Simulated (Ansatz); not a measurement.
Partial pair distribution functions of a relaxed model of amorphous Si24O49Zn, broadened by 0.06 Å; density 2.27 g/cm³. Method: PBE, scalar-relativistic without spin-orbit coupling (plane waves to 420 eV, PAW; Ansatz, a quantum-chemistry and plane-wave program).

Preparation: random packing, a CHGNet melt and quench, and a DFT relaxation. O atoms were pushed apart under 1.9 Å during the dynamics, to hinder bonds among them. The hot cell started wider than the set density and was brought back towards it in steps. It is the lowest in DFT energy of 2 quenches. It is a model cell: composition and starting density were chosen by hand, and all elements were melted together. No dispersion term was used. Its density started from a set value of 2.27 and ended at 2.27 g/cm³. Cooling (nominally 480 K/ps over its main leg) ran many orders faster than in experiment, which tends to leave more defects and strain. Values belong to this one cell and scatter from quench to quench. The volume was held where the preparation left it and the shape relaxed, at a PBE pressure of 0.0 GPa.

```tsv
r (Å)	g Si-O	g O-Zn	g Si-Si	g O-O
1.40	0.02	0.00	0.00	0.00
1.50	1.70	0.00	0.00	0.00
1.60	14.29	0.02	0.00	0.00
1.70	10.28	1.41	0.00	0.00
1.80	0.65	7.22	0.00	0.00
1.90	0.00	2.35	0.00	0.00
2.00	0.00	0.14	0.00	0.00
2.10	0.00	1.67	0.00	0.00
2.20	0.00	1.97	0.04	0.00
2.30	0.00	0.15	0.68	0.12
2.40	0.00	0.00	0.86	0.30
2.50	0.00	0.00	0.08	1.16
2.60	0.00	0.00	0.00	4.39
2.70	0.00	0.00	0.04	5.26
2.80	0.00	0.01	0.82	3.12
2.90	0.07	0.60	3.13	1.07
3.00	0.13	2.62	4.31	0.45
3.10	0.30	0.85	2.73	0.48
3.20	0.80	0.95	2.12	0.35
3.30	1.13	0.68	0.56	0.33
3.40	0.96	0.07	0.02	0.60
3.50	1.05	0.67	0.00	0.70
3.60	1.41	0.68	0.00	0.63
3.70	1.23	0.13	0.01	0.86
3.80	1.36	1.73	0.26	0.59
3.90	1.40	2.61	0.68	0.69
4.00	1.74	0.45	0.57	0.74
4.10	1.77	1.21	0.38	0.68
4.20	1.72	2.67	0.41	0.69
4.30	1.32	1.95	0.76	0.90
4.40	1.09	0.75	1.47	0.95
4.50	0.86	1.72	1.49	1.08
4.60	0.67	1.17	1.22	0.91
4.70	0.63	0.47	1.51	0.96
4.80	0.70	1.19	1.81	1.03
4.90	0.70	1.12	1.26	1.30
5.00	0.73	1.27	1.17	1.63
5.10	0.77	0.55	1.01	1.51
```

Within 1.90 Å each Si has 4.00 O neighbours on average.
